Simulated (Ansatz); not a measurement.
The starting structures come from a database of crystals and need not be the phases stable at ambient conditions.

By PBEsol, the system below comes out a metal.

The ballistic (Sharvin) conductance counts the channels at the Fermi level: G/A = (e²/h) × channels of both spins per area.

Given:

```
CELL_PARAMETERS angstrom
      2.74395     0.00000     0.00000
     -0.91465     2.58702     0.00000
      0.91465     1.29351     2.17321
ATOMIC_POSITIONS crystal
  Pt 0.00000 0.00000 0.00000
```

Space group of this cell: Fmmm. The cell is strained (lengths along the current scaled by 0.97, ions clamped); by PBEsol its mean pressure is -3.6 GPa.

The current flows along the normal of the first two printed cell vectors. No spin-orbit coupling; the value is a mean over 0.1 eV about the Fermi level.

Q: Give the ballistic conductance per area that PBEsol (Ansatz, a first-principles code) yields.

A: 1.6 × 10¹⁵ S/m² for both spins.
